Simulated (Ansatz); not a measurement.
Candidates (primitive cells; geometry: cell and atoms relaxed with PBEsol):
A. InP (F-43m), a = b = c = 4.1566 Å, α = β = γ = 60.00°
B. Al2O3 (R-3c), a = 5.1398 Å, b = 5.1398 Å, c = 5.1398 Å, α = 55.34°, β = 55.34°, γ = 55.34°
C. SnO₂ (P4_2/mnm), a = b = 4.7691 Å, c = 3.2121 Å, α = β = γ = 90.00°
D. KBr (Fm-3m), a = b = c = 4.631 Å, α = β = γ = 60.00°
E. SiC (P6_3mc), a = b = 3.0780 Å, c = 10.0760 Å, α = β = 90.00°, γ = 120.00°

Task: Order them by band gap (lowest first) at the level Ansatz (a first-principles code) with r2SCAN, rigid bands.

Result: A (1.11 eV), C (1.68 eV), E (2.60 eV), D (5.15 eV), B (7.03 eV)

Spin-orbit coupling is left out.
